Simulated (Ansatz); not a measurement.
The starting structures come from a database of crystals and need not be the phases stable at ambient conditions.

The decay constant κ of evanescent states in the gap governs leakage through a thin film.

```xyz
16
Lattice="5.8507 0.0000 0.0000 -2.9253 6.8705 0.0000 2.9253 0.0000 11.8656" Properties=species:S:1:pos:R:3 pbc="T T T"
Rb     5.8507     0.0000     4.2526
Rb     0.0000     6.8705     7.6129
Rb     1.4627     3.4352     1.6802
Rb     1.4627     3.4352    10.1854
V      0.0000     0.0000     0.0000
V      1.4627     3.4352     5.9328
Ag     2.9253     0.0000     0.0000
Ag     4.3880     3.4352     5.9328
S     -1.7387     5.5606     1.2874
S      4.6641     1.3099     1.2874
S      4.1120     1.3099    10.5781
S      4.6641     5.5606    10.5781
S      0.2760     4.7452     4.6454
S      2.6493     2.1253     4.6454
S      6.1267     2.1253     7.2202
S      2.6493     4.7452     7.2202
```

Space group of this cell: Fddd. The cell is taken as given; by r2SCAN its mean pressure is -1.1 GPa.

Transport runs along the normal of the first two printed cell vectors.

The gap is the functional's own, uncorrected, and κ follows it; spin-orbit coupling is left out. Mid-gap values are interpolated between the computed energies.

Compute, with r2SCAN (Ansatz, a program for electronic structure), the band gap and the smallest decay constant κ at mid-gap.

Gap 1.58 eV on a 6×6×6 mesh; κ = 0.445 1/Å, at the zone centre.
